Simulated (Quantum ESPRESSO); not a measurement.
# Converging shifted k-point meshes: BePd (P4mm, 2 atoms in the cell)

```
CELL_PARAMETERS angstrom
      2.80321     0.00000     0.00000
      0.00000     2.80321     0.00000
      0.00000     0.00000     2.80321
ATOMIC_POSITIONS crystal
  Be 0.00000 0.00000 0.01784
  Pd 0.50000 0.50000 0.50000
```

Level of theory: PBEsol, GBRV 1.5 ultrasoft (PBESOL) pseudopotentials (plane waves; Quantum ESPRESSO).

Base settings: ecutwfc = 40 Ry; ecutrho = 320 Ry; occupations = smearing; smearing = fermi-dirac; degauss = 0.0073499 Ry; potentials = {Be: be_pbesol_v1.4.uspp.F.UPF, Pd: pd_pbesol_v1.4.uspp.F.UPF}; K_POINTS = automatic 10 10 10 0 0 0; conv_thr = 1e-10 Ry.

Only quantities that move along the ladder and can be compared are tabulated.

The count of work is k-points × plane waves × bands × iterations; it is no time. Core times come from one kind of shared machine, to one figure; runs under 30 s give none.

The starting cell comes from a database of computed structures (which also holds hypothetical and non-ambient phases and stackings), without a prior relaxation at this level. Its lattice was rescaled by up to half a per cent. One atom was moved a little off its site on purpose. Spin polarisation is off.

Steps (K_POINTS): automatic 2 2 2 1 1 1; automatic 3 3 3 1 1 1; automatic 4 4 4 1 1 1; automatic 5 5 5 1 1 1; automatic 6 6 6 1 1 1; automatic 7 7 7 1 1 1; automatic 8 8 8 1 1 1; automatic 9 9 9 1 1 1; automatic 10 10 10 1 1 1; automatic 11 11 11 1 1 1; automatic 12 12 12 1 1 1; automatic 14 14 14 1 1 1; automatic 15 15 15 1 1 1; automatic 17 17 17 1 1 1; automatic 19 19 19 1 1 1; automatic 21 21 21 1 1 1; automatic 23 23 23 1 1 1; automatic 28 28 28 1 1 1; automatic 34 34 34 1 1 1; automatic 38 38 38 1 1 1.

**Question.** What is the coarsest K_POINTS that holds the forces within 0.01 eV/Å of the last step, with all finer ones?

**Answer.** automatic 6 6 6 1 1 1, at 0.0045 of the last step's count of work; the step before is off by 0.016 eV/Å.

**Question.** What is the coarsest K_POINTS that holds the free energy within 5 meV/atom of the last step, with all finer ones?

**Answer.** automatic 7 7 7 1 1 1, at 0.011 of the last step's count of work; the step before is off by 14 meV/atom.

**Question.** What is the coarsest K_POINTS that holds the pressure within 0.2 GPa of the last step, with all finer ones?

**Answer.** automatic 9 9 9 1 1 1, at 0.019 of the last step's count of work; the step before is off by 0.25 GPa.

| K_POINTS | free energy less the last step's (meV/atom) | pressure (GPa) | largest difference of a force vector from the last step's (eV/Å) | count of work / last | core time / last (rough) |
|---|---|---|---|---|---|
| automatic 2 2 2 1 1 1 | -1125.03 | -20.68 | 0.065 | 0.00024 | – |
| automatic 3 3 3 1 1 1 | 312.70 | 5.42 | 0.008 | 0.0018 | – |
| automatic 4 4 4 1 1 1 | -1.11 | -0.88 | 0.042 | 0.0015 | – |
| automatic 5 5 5 1 1 1 | -0.59 | -0.82 | 0.016 | 0.0045 | – |
| automatic 6 6 6 1 1 1 | 14.31 | -0.82 | 0.003 | 0.0045 | – |
| automatic 7 7 7 1 1 1 | -1.22 | -0.11 | 0.001 | 0.011 | – |
| automatic 8 8 8 1 1 1 | 3.81 | -0.81 | 0.002 | 0.0100 | – |
| automatic 9 9 9 1 1 1 | 1.04 | -0.53 | 0.003 | 0.019 | – |
| automatic 10 10 10 1 1 1 | 2.26 | -0.62 | 0.001 | 0.019 | – |
| automatic 11 11 11 1 1 1 | -2.22 | -0.64 | 0.000 | 0.032 | – |
| automatic 12 12 12 1 1 1 | 0.47 | -0.61 | 0.000 | 0.032 | – |
| automatic 14 14 14 1 1 1 | 0.05 | -0.56 | 0.000 | 0.054 | – |
| automatic 15 15 15 1 1 1 | 0.10 | -0.56 | 0.000 | 0.080 | – |
| automatic 17 17 17 1 1 1 | 0.01 | -0.57 | 0.000 | 0.11 | 0.1 |
| automatic 19 19 19 1 1 1 | 0.11 | -0.55 | 0.000 | 0.15 | 0.2 |
| automatic 21 21 21 1 1 1 | 0.08 | -0.57 | 0.000 | 0.20 | 0.2 |
| automatic 23 23 23 1 1 1 | -0.04 | -0.57 | 0.000 | 0.23 | 0.3 |
| automatic 28 28 28 1 1 1 | 0.01 | -0.56 | 0.000 | 0.41 | 0.4 |
| automatic 34 34 34 1 1 1 | 0.00 | -0.56 | 0.000 | 0.72 | 0.7 |
| automatic 38 38 38 1 1 1 | 0.00 | -0.56 | 0.000 | 1.0 | 1 |

Two neighbours can agree and both be off: automatic 5 5 5 1 1 1 and automatic 6 6 6 1 1 1 differ by 0.00 GPa in the pressure, yet lie about 0.26 GPa from the last step.
